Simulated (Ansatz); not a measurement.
Abridged Ansatz (a first-principles code) output:

```
Pseudopotential: Cr, paw, valence charge 14
Pseudopotential: W, paw, valence charge 14
Crystal: 4 atoms, lattice volume = 51.632 Å³
Basis set: ecut = 420 eV, 1013 PW (Γ), exchange–correlation on 36×36×120 points (8 copies of the dense FFT grid, shifted against one another)
Bands: 34, of which v1, the nominal top of the filled ones, is band 28 counted from 1 (27 counted from 0)
Symmetry: 8 space group operations
k-points: 400 of 2166
Functional: x = pbe(κ = 0.804, μ = 0.2195149727645171), c = pbe(β = 0.06672455060314922)
SCF iter   1: F=—  HF=-20517.630787 eV  |F-HF|=—  |Δ(HF+E_count)|=         —  Δρ=1.33e-2  dr2=2.64e-1  ethr=1.77e-3  ⟨swp⟩=4.5  Hψ=46468  notcnv=0
SCF iter   2: F=—  HF=-20517.625103 eV  |F-HF|=—  |Δ(HF+E_count)|=   5.68e-3  Δρ=5.02e-3  dr2=5.76e-2  ethr=4.71e-4  ⟨swp⟩=1.3  Hψ=17002  notcnv=0
SCF 1 converged in 10 iterations: F = -20517.622644 eV  dr2 = 1.29e-11
SCF converged after 10 iterations
Free energy (F): -20517.622644 eV
Internal energy: -20517.600173 eV  (E = F + TS)
E sigma→0 (E₀):  -20517.611409 eV
Entropy (-TS):   -0.022471 eV (-5.618 meV/atom)
Fermi energy:    19.890523 eV
--- Forces (eV/Å), atoms counted from 1 ---
  atom   1  Cr     0.00000000     0.00000000     0.00072656
  atom   2  W      0.00000000     0.00000000     0.00000000
  atom   3  Cr     0.00000000     0.00000000    -0.00072656
  atom   4  Cr    -0.00000000     0.00000000     0.00000000
--- Stress (GPa, compression-positive) ---
       -0.003420       0.000000       0.000000
        0.000000       0.008712       0.000000
        0.000000       0.000000       0.009331
  P = ⅓ Tr σ = 0.0049 GPa (0.049 kbar)
```

What was computed, and what are the main results?

Cr3W, 4 atoms in the cell, with DFT with PBE, PAW potentials and a 420 eV plane-wave cutoff in Ansatz, no SOC. The last SCF converged to F = -20517.622644 eV, or -5129.4057 eV per atom, at a pressure of 0.00 GPa. The total energy compares only with runs of the same code, potentials and settings.

These are small ordered cells, not random alloys; other orderings at the same x differ. Stability against distortions was not tested. Seeded moments were not kept for x(Cr) = 0.75, 4 atoms, Cmmm. The final runs are not spin-polarised. The cell was made from W by this change: x(Cr) = 0.75, 4 atoms, Cmmm.
